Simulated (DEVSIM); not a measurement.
## illuminated Si n-on-p cell, one wavelength, with a back-surface field

Device: illuminated Si n-on-p cell, one wavelength, with a back-surface field, at 300 K.

| layer (left to right) | material | thickness (μm) | Nd (cm⁻³) | Na (cm⁻³) | τn (s) | τp (s) | absorption coefficient (cm⁻¹) |
|---|---|---|---|---|---|---|---|
| 1 | Si | 0.830 | 2.1e18 | - | 2.3e-6 | 2.3e-6 | 1800 |
| 2 | Si | 210 | - | 8.6e15 | 3.2e-5 | 3.2e-5 | 1800 |
| 3 | Si | 0.170 | - | 4.5e18 | 3.2e-5 | 3.2e-5 | 1800 |

Left contact: ohmic, minority hole recombination velocity 1e6 cm/s. Right contact: ohmic, minority electron recombination velocity 400 cm/s. Voltage is applied to the left contact. Recombination: SRH at mid-gap, radiative, Auger. Light enters at the left, 1.5e18 photons cm⁻² s⁻¹, one pass, no reflection. Mobility is constant in doping.

Constants are typed, rounded textbook-type inputs, not results; the design itself was drawn at random and stands for no fabricated device. Values at 300 K.

| parameter | Si |
|---|---|
| gap (eV) | 1.124 |
| affinity (eV) | 4.05 |
| permittivity | 11.7 |
| Nc (cm⁻³) | 2.86e19 |
| Nv (cm⁻³) | 3.1e19 |
| μn (cm²/Vs) | 1417 |
| μp (cm²/Vs) | 470 |
| B (cm³/s) | 4.7e-15 |
| Cn (cm⁶/s) | 2.8e-31 |
| Cp (cm⁶/s) | 9.9e-32 |

DEVSIM, 1D drift-diffusion, Boltzmann statistics, complete ionisation; no tunnelling, impact ionisation, image-force lowering or self-heating.

```
Quantity                                                 Result
---------------------------------------------------  ----------
Potential step across the device at zero bias           1.007 V
Dark forward voltage at 1 A/cm²                         0.714 V
Dark forward voltage at 100 A/cm²                       0.920 V
Short-circuit current                                224 mA/cm²
Open-circuit voltage                                    0.655 V
Fill factor                                                0.83
Largest power                                        121 mW/cm²
Share of generated pairs collected at short circuit       0.932
```

Current under light (generator sign):

```csv
V (V),J (mA/cm²)
0.00,224
0.10,224
0.20,224
0.30,224
0.40,224
0.50,223
0.52,222
0.54,220
0.56,216
0.58,208
0.60,190
0.62,154
0.64,84.6
0.66,-37.9
```

Dark forward current:

(V (V), J (A/cm²)): (-0.05, -1.6e-10); (-0.10, -6.2e-10); (-0.20, -9.8e-9); (-0.25, -5.0e-8); (-0.30, -3.0e-7); (-0.35, -1.9e-6); (-0.45, -8.8e-5); (-0.50, -0.00060); (-0.55, -0.0042); (-0.60, -0.028); (-0.70, -0.71); (-0.75, -2.4); (-0.80, -7.6); (-0.85, -23); (-0.95, -180); (-1.00, -380); (-1.05, -660); (-1.10, -1000); (-1.20, -1800); (-1.25, -2300)
